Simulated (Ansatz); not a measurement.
## A computed series for hypothetical rutile SnS2: pressure series

The parent structure is SnS2 in the rutile structure (space group P4_2/mnm, No. 136; a = 6.071 Å, c = 3.787 Å; a hypothetical phase, not in the database extracts checked).

Cell and atoms are relaxed at each pressure.

Level of theory: PBEsol (Ansatz, a first-principles code, PAW, scalar-relativistic without spin-orbit coupling), earlier PAW set.

Candidates:
(a) pressure 18 GPa
(b) pressure −2 GPa
(c) pressure 45 GPa
(d) pressure 1.8 GPa
(e) pressure 9 GPa

For the base:

- c/a ratio = 0.624

**Question.** Order them by c/a ratio, lowest first.

**Answer.** (b) pressure −2 GPa (0.611), (d) pressure 1.8 GPa (0.631), (e) pressure 9 GPa (0.649), (a) pressure 18 GPa (0.663), (c) pressure 45 GPa (0.732)

The mesh was chosen for an insulator and is coarse for the gapless case. Load acts through the strain it causes; cell and atoms are relaxed under it. Whether these cells are dynamically stable was not tested. No other phases were tried under pressure. All final runs are without spin polarisation.
